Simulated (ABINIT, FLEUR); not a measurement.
A FLEUR input for a self-consistent single point of a (001) slab of ZrS2 (cut from a parent of space group no. 164; 6 atoms in the cell) (DFT, PBE, all-electron FLAPW (FLEUR, film geometry), scalar-relativistic valence):

Input of the input generator:

```
ZrS2
&input film=t /
6.9163976403 -0.0000000056 0.0000000000
-3.4581988153 5.9897760620 0.0000000000
0.0000000000 0.0000000000 25.4973384343 22.4973384343
1.0
1.0 1.0 1.0

6
40 0.0000000000 0.0000000000 -5.4991128114
40 0.0000000000 0.0000000000 5.4991128114
16 0.3333333333 0.6666666667 -2.7495564057
16 0.6666666667 0.3333333333 -8.2486692172
16 0.3333333333 0.6666666667 8.2486692172
16 0.6666666667 0.3333333333 2.7495564057

&comp jspins=1 /
&kpt div1=5 div2=5 div3=1 /
&end /
```

```xml
<?xml version="1.0" encoding="UTF-8" standalone="no"?>
<fleurInput fleurInputVersion="0.39">
   <comment>
      ZrS2                                                                                                
   </comment>
   <calculationSetup>
      <cutoffs Kmax="4.6" Gmax="13.8" GmaxXC="13.8" numbands="0"/>
      <scfLoop itmax="60" minDistance="0.00001" maxIterBroyd="40" imix="Anderson" alpha="0.05" precondParam="0.8" spinf="2.0"/>
      <coreElectrons ctail="T" frcor="F" kcrel="0" coretail_lmax="0"/>
      <xcFunctional name="pbe" relativisticCorrections="F"/>
      <magnetism jspins="1"/>
      <soc l_soc="F" theta="0.0" phi="0.0" spav="F"/>
      <expertModes spex="0" secvar="F"/>
      <geometryOptimization l_f="T" forcealpha="1.0" forcemix="BFGS" epsdisp="0.00001" epsforce="0.00001"/>
      <ldaU l_linMix="F" mixParam="0.05" spinf="1.0"/>
   </calculationSetup>
   <cell>
      <bzIntegration valenceElectrons="48.0" mode="gauss" fermiSmearingEnergy="0.00367493">
         <kPointListSelection listName="default-1"/>
         <!-- k-points included here -->
         <xi:include xmlns:xi="http://www.w3.org/2001/XInclude" href="kpts.xml"> </xi:include>
      </bzIntegration>
      <!-- symmetry operations included here -->
      <xi:include xmlns:xi="http://www.w3.org/2001/XInclude" href="sym.xml"> </xi:include>
      <filmLattice scale="1.0" dVac="22.3400" dTilda="24.8400">
         <bravaisMatrixFilm>
            <row-1>    6.9163976402999996    -0.0000000056000000</row-1>
            <row-2>   -3.4581988152999998     5.9897760619999998</row-2>
         </bravaisMatrixFilm>
         <vacuumEnergyParameters vacuum="1" spinUp="-.25" spinDown="-.25"/>
      </filmLattice>
   </cell>
   <atomSpecies>
      <species name="Zirconium (Zr)" element="Zr" atomicNumber="40">
         <mtSphere radius="2.67" gridPoints="923" logIncrement="0.014"/>
         <atomicCutoffs lmax="10" lnonsphr="8"/>
         <electronConfig flipSpins="F">
            <coreConfig>(1s1/2) (2s1/2) (2p1/2) (2p3/2) (3s1/2) (3p1/2) (3p3/2) (3d3/2) (3d5/2)</coreConfig>
            <valenceConfig>(4s1/2) (4p1/2) (4p3/2) (5s1/2) (4d3/2) (4d5/2)</valenceConfig>
            <stateOccupation state="(4d3/2)" spinUp="0.4" spinDown="0.4"/>
            <stateOccupation state="(4d5/2)" spinUp="0.6" spinDown="0.6"/>
         </electronConfig>
         <energyParameters s="5" p="5" d="4" f="4"/>
         <lo type="SCLO" l="0" n="4" eDeriv="0"/>
         <lo type="SCLO" l="1" n="4" eDeriv="0"/>
      </species>
      <species name="Sulfur (S)" element="S" atomicNumber="16">
         <mtSphere radius="1.74" gridPoints="603" logIncrement="0.019"/>
         <atomicCutoffs lmax="8" lnonsphr="6"/>
         <electronConfig flipSpins="F">
            <coreConfig>(1s1/2) (2s1/2) (2p1/2) (2p3/2)</coreConfig>
            <valenceConfig>(3s1/2) (3p1/2) (3p3/2)</valenceConfig>
            <stateOccupation state="(3p1/2)" spinUp="0.6666666666667" spinDown="0.6666666666667"/>
            <stateOccupation state="(3p3/2)" spinUp="1.3333333333333" spinDown="1.3333333333333"/>
         </electronConfig>
         <energyParameters s="3" p="3" d="3" f="4"/>
      </species>
   </atomSpecies>
   <atomGroups>
      <atomGroup species="Zirconium (Zr)">
         <filmPos label="                   1">.0000000000 .0000000000 -5.4991128114</filmPos>
         <filmPos label="                   2">.0000000000 .0000000000 5.4991128114</filmPos>
         <force calculate="T" relaxXYZ="TTT"/>
      </atomGroup>
      <atomGroup species="Sulfur (S)">
         <filmPos label="                   3">1.000/3.000 -1.000/3.000 -2.7495564057</filmPos>
         <filmPos label="                   6">-1.000/3.000 1.000/3.000 2.7495564057</filmPos>
         <force calculate="T" relaxXYZ="TTT"/>
      </atomGroup>
      <atomGroup species="Sulfur (S)">
         <filmPos label="                   4">-1.000/3.000 1.000/3.000 -8.2486692172</filmPos>
         <filmPos label="                   5">1.000/3.000 -1.000/3.000 8.2486692172</filmPos>
         <force calculate="T" relaxXYZ="TTT"/>
      </atomGroup>
   </atomGroups>
   <output dos="F" band="F" slice="F">
      <checks vchk="F" cdinf="F"/>
      <bandDOS minEnergy="-.5*Htr" maxEnergy="0.5*Htr" sigma="0.015" storeEVData="T"/>
      <vacuumDOS vacdos="F" integ="F" star="F" nstars="0" locx1="0.0" locy1="0.0" locx2="0.0" locy2="0.0" nstm="0" tworkf="0.0"/>
      <unfoldingBand unfoldBand="F" supercellX="1" supercellY="1" supercellZ="1"/>
      <plotting iplot="0" polar="F">
         <plot TwoD="T" vec1="  1.0  0.0  0.0" vec2="  0.0  1.0  0.0" vec3="  0.0  0.0  1.0" zero="  0.0  0.0 -0.5" file="plot"/>
      </plotting>
      <chargeDensitySlicing numkpt="0" minEigenval="0.0" maxEigenval="0.0" nnne="0" pallst="F"/>
      <specialOutput eonly="F"/>
      <magneticCircularDichroism mcd="F" energyLo="-10.0" energyUp="0.0"/>
   </output>
  <!-- We include the file relax.xml here to enable relaxations (see documentation) -->
  <xi:include xmlns:xi="http://www.w3.org/2001/XInclude" href="relax.xml"> <xi:fallback/> </xi:include>
</fleurInput>
```

Q: Write the same calculation as an input for ABINIT.

A: This is the input that was run; spellings and numerical settings could be chosen otherwise.

```
# ZrS2, JTH v2.0 PBE PAW
pp_dirpath "./"
pseudos "Zr.GGA_PBE-JTH.xml, S.GGA_PBE-JTH.xml"
acell 3.6600000128 3.6600000128 18.7300000000 Angstrom
rprim
         1.0000000000   -0.0000000008    0.0000000000
        -0.4999999993    0.8660254042    0.0000000000
         0.0000000000    0.0000000000    1.0000000000
natom 6
ntypat 2
znucl 40 16
typat 1 1 2 2 2 2
xred
         0.0000000000    0.0000000000    0.3446340000
         0.0000000000    0.0000000000    0.6553660000
         0.3333333333    0.6666666667    0.4223170000
         0.6666666667    0.3333333333    0.2669510000
         0.3333333333    0.6666666667    0.7330490000
         0.6666666667    0.3333333333    0.5776830000
ecut 21
pawecutdg 42
pawxcdev 0
occopt 7
tsmear 0.00367493
nband 31
kptopt 1
ngkpt 5 5 1
nshiftk 1
shiftk 0 0 0
nstep 80
tolvrs 1.0e-08
diemac 10
prtwf 0
prtden 0
enunit 1
```

Basis settings and potentials, where a program has them, do not carry over. This input uses DFT, PBE, plane waves, PAW (JTH v2.0 PBE PAW).

The starting cell has typed, rounded lattice constants, without a prior relaxation at this level. The slab is cut from that crystal, and its faces are unrelaxed.
